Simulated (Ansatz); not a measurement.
GaP under load (space group R3m), r2SCAN with spin-orbit coupling, rigid bands (Ansatz, an electronic-structure program). Condition of this run: uniaxial stress along [111] of 1 GPa (compression positive) (the target of the relaxation). Band gap 1.79 eV, N_c = 3.96e19 cm⁻³ and N_v = 1.24e19 cm⁻³ at 300 K, conductivity masses of 0.339 mₑ (electrons) and 0.432 mₑ (holes). Take k_BT = 0.02585 eV.

Q: Find the intrinsic carrier density and the intrinsic Fermi level.

A: n_i = √(N_c N_v) exp(−E_g/2k_BT) = 2.22e19 × exp(−34.62) = 2.0e4 cm⁻³. The level lies (k_BT/2) ln(N_v/N_c) = -15 meV from mid-gap (positive towards the conduction band). Each 0.1 eV added to the gap lowers n_i by a factor of 6.9.

Q: What built-in voltage has an abrupt junction with N_A = 1e17 and N_D = 1e18 cm⁻³, all dopants ionised?

A: V_bi = E_g/e − (k_BT/e) ln(N_c N_v/(N_A N_D)) = 1.79 − 0.02585 × 8.50 = 1.57 V, for the computed gap.

Q: A film of it is 2 nm thick. Estimate the confinement energies in an infinite well.

A: ħ²π²/(2m t²) = 0.376 eV·nm²/(m/mₑ × t²) gives 277 meV for electrons and 218 meV for holes, so the gap would widen to about 2.28 eV. Finite barriers and nonparabolic bands lower this, and with several valleys or bands the heaviest mass along the normal sets the lowest level, not this average.

Rigid bands with the computed gap; masses take one relaxation time for all states.
